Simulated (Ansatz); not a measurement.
Reference: KMgH3 (Pm-3m), PBEsol, rigid bands (plane waves, PAW, scalar-relativistic; Ansatz, a quantum-chemistry and plane-wave program); geometry: cell and atoms relaxed with PBEsol.

KMgH$_{3}$ has the cubic space group Pm-3m (No. 221), the cubic perovskite structure, Pearson symbol cP5. Lattice parameters: a = b = c = 3.976 Å, α = β = γ = 90.00°. K on 1a has 12 H at 2.812 Å (cuboctahedral). Mg on 1b sees 6 H at 1.988 Å (octahedral). H on 3c is surrounded by 2 Mg at 1.988 Å and 4 K at 2.812 Å (octahedral). (Neighbours: up to the widest gap in distance over summed covalent radii, below 1.35, at either atom; cation-cation and far metal-metal contacts left out.)

The band gap is 2.36 eV, the electron conductivity mass is 0.36 mₑ and the hole conductivity mass is 0.68 mₑ. The Seebeck coefficient, n-type 1e19 cm⁻³ is -174 μV/K.

Question: Replace H by F on the same sites and relax. What happens?

Answer: KMgF₃ (Pm-3m): volume per atom 12.6 to 12.7 Å³; band gap rises (2.36 eV to 7.12 eV); electron conductivity mass rises (0.36 mₑ to 0.52 mₑ); hole conductivity mass rises (0.68 mₑ to 3.8 mₑ); Seebeck coefficient, n-type 1e19 cm⁻³ rises in size (-174 μV/K to -217 μV/K).

Moves up to 5 % count as about the same. Masses are for dilute carriers at 300 K, harmonic means over directions unless an axis is named. Seebeck coefficients are for the stated density at 300 K, with one relaxation time for all states and whether or not that doping can be reached. Spin-orbit coupling is left out.

Formula and space group known from diffraction (Crystallography Open Database), not checked to be the room-temperature form: KMgF3 (Pm-3m), KMgH3 (Pm-3m).
